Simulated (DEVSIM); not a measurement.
abrupt Si n-p junction

Structure: abrupt Si n-p junction, at 350 K.

```csv
layer (left to right),material,thickness (μm),Nd (cm⁻³),Na (cm⁻³),τn (s),τp (s)
1,Si,13.0,1.8e18,-,1.4e-5,1.4e-5
2,Si,7.10,-,5.1e16,1.4e-5,1.4e-5
```

Left contact: ohmic. Right contact: ohmic. Voltage is applied to the left contact. Recombination: SRH at mid-gap, radiative. Mobility is constant in doping.

The device is made up for the run: typed textbook-type constants, with dimensions and the other settings drawn at random. Values at 300 K; Nc and Nv go as T^1.5, mobilities as T to minus their exponent, the gap by Varshni's rule with the affinity fixed.

| parameter | Si |
|---|---|
| gap (eV) | 1.124 |
| affinity (eV) | 4.05 |
| permittivity | 11.7 |
| Nc (cm⁻³) | 2.86e19 |
| Nv (cm⁻³) | 3.1e19 |
| μn (cm²/Vs) | 1417 |
| μp (cm²/Vs) | 470 |
| T exponent of μn | 2.3 |
| T exponent of μp | 2.2 |
| B (cm³/s) | 4.7e-15 |
| Varshni α (eV/K) | 0.000473 |
| Varshni β (K) | 636 |

DEVSIM, 1D drift-diffusion, Boltzmann statistics, complete ionisation; no tunnelling, impact ionisation, image-force lowering or self-heating.

| Property | Result |
|---|---|
| Potential step across the device at zero bias | 0.820 V |
| Largest field in the device at zero bias | 120000 V/cm |
| Dark forward voltage at 1 A/cm² | 0.536 V |
| Dark forward voltage at 100 A/cm² | 0.680 V |

Dark forward current:

```json
[
 {"V (V)": "-0.05", "J (A/cm²)": "-8.7e-8"},
 {"V (V)": "-0.10", "J (A/cm²)": "-5.3e-7"},
 {"V (V)": "-0.15", "J (A/cm²)": "-2.8e-6"},
 {"V (V)": "-0.20", "J (A/cm²)": "-1.5e-5"},
 {"V (V)": "-0.25", "J (A/cm²)": "-7.7e-5"},
 {"V (V)": "-0.30", "J (A/cm²)": "-0.00040"},
 {"V (V)": "-0.35", "J (A/cm²)": "-0.0021"},
 {"V (V)": "-0.40", "J (A/cm²)": "-0.011"},
 {"V (V)": "-0.45", "J (A/cm²)": "-0.058"},
 {"V (V)": "-0.50", "J (A/cm²)": "-0.31"},
 {"V (V)": "-0.55", "J (A/cm²)": "-1.6"},
 {"V (V)": "-0.60", "J (A/cm²)": "-8.3"},
 {"V (V)": "-0.65", "J (A/cm²)": "-41"},
 {"V (V)": "-0.70", "J (A/cm²)": "-180"},
 {"V (V)": "-0.75", "J (A/cm²)": "-630"},
 {"V (V)": "-0.80", "J (A/cm²)": "-1700"},
 {"V (V)": "-0.85", "J (A/cm²)": "-3800"}
]
```

Dark reverse current:

```csv
V (V),J (A/cm²)
0.04,1.6e-8
0.10,2.3e-8
0.20,2.6e-8
0.30,2.8e-8
0.40,3.0e-8
0.60,3.4e-8
0.80,3.8e-8
1.00,4.1e-8
1.30,4.5e-8
1.60,4.9e-8
2.00,5.4e-8
```
